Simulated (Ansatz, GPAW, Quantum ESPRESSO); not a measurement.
**Code comparison for Yb (Fm-3m, 1 atom in the cell)**

Self-consistent single point.

```xyz
1
Lattice="0.0000 2.7516 2.7516 2.7516 0.0000 2.7516 2.7516 2.7516 0.0000" Properties=species:S:1:pos:R:3 pbc="T T T"
Yb     0.0000     0.0000     0.0000
```

All programs got the same cell, k-point mesh and kind of occupations (in Ansatz's words: kpoints.mp_grid.grid = 14 14 14; scf.occupations.method = gaussian; scf.occupations.width = 0.272 eV); potentials, basis and cutoffs are each program's usual ones.

```json
[
 {"code": "GPAW", "model": "PBE, GPAW PAW datasets PBE (gpaw-data 1.0.1)", "pressure (GPa)": "-2.06", "cutoff": "800 eV"},
 {"code": "Quantum ESPRESSO", "model": "PBE, SSSP 1.1.2 efficiency (PBE) pseudopotentials", "pressure (GPa)": "-2.88", "cutoff": "50 Ry"},
 {"code": "Ansatz", "model": "PBE, PAW files", "pressure (GPa)": "-2.19", "cutoff": "default"}
]
```

The spread over the programs that give each value: pressure within 0.82 GPa.

The starting cell comes from a database of computed structures (which also holds hypothetical and non-ambient phases and stackings), without a prior relaxation at this level. Its lattice was rescaled by a random factor within 2.5 % of one. On Ansatz's run: Spin-orbit coupling is off. Spin polarisation is off.

Problem. Why do the programs differ, and what cannot be compared?

Solution. Differences of this kind can come from the potentials, where these differ, and from what each basis and cutoff leave unconverged. The zero of total energies and Fermi levels follows the potentials and each program's conventions, so they are not compared here. Ansatz's pressure is given at a fixed set of plane waves, as the other plane-wave codes print theirs; with its correction for the finite basis it is -2.14 GPa.

Left out of this page: Elk and FLEUR (not drawn, or without a comparable value).

Ansatz is an electronic-structure program.

Keys are those of Ansatz 0.2.
